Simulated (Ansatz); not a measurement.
Take AlN in the wurtzite structure (space group P6_3mc, No. 186; a = 3.130 Å, c = 5.018 Å) as the base.

Method: Kohn–Sham DFT with the PBE functional, run in Ansatz (a quantum-chemistry and plane-wave program) with PAW and 420 eV plane waves, scalar-relativistic without spin-orbit coupling.

For the base:

| Item | Result |
|---|---|
| Band gap | 4.03 eV |
| Valence-band top at Γ | 0.00, -0.20, -0.20 eV |
| Pressure | 0.00 GPa |

It is then changed as follows: an isotropic linear strain of +1.80 %; the atoms relax in the strained cell.

Question: Predict the new band gap.

Answer: The band gap drops by 0.45 eV (4.03 eV → 3.58 eV).

Question: What happens to the valence-band top at Γ?

Answer: The valence-band top at Γ (three highest levels, from the VBM) goes from 0.00, -0.20, -0.20 eV to 0.00, -0.18, -0.18 eV.

Question: What does the calculation give for the electron mass after the change?

Answer: The electron mass comes out as 0.26 mₑ along c, 0.27 mₑ across (at Γ).

Question: What does the calculation give for the pressure after the change?

Answer: The pressure (mean of the normal stresses, compression positive) goes from zero to -9.31 GPa.

Effective masses come from finite differences of ±0.01 Å⁻¹. Stability against distortions was not tested.
